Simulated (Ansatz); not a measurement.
# Pressure series in CaF2

Base system: CaF₂ in the fluorite structure (space group Fm-3m, No. 225; a = 5.5110 Å).

Cell and atoms are relaxed at each pressure.

All numbers come from PBE (Ansatz, an electronic-structure program; PAW; 420 eV plane waves; no spin-orbit coupling).

Only one of these has a direct gap. Which?
A. pressure −1 GPa
B. pressure 4.2 GPa
C. pressure −2 GPa
D. pressure 9 GPa
E. pressure 45 GPa

E, pressure 45 GPa. Computed: pressure −1 GPa: indirect, X → Γ; pressure −2 GPa: indirect, X → Γ; pressure 45 GPa: direct at X; pressure 9 GPa: indirect, X → Γ; pressure 4.2 GPa: indirect, X → Γ

Load acts through the strain it causes; cell and atoms are relaxed under it. Stability against distortions was not tested. No other phases were tried under pressure.
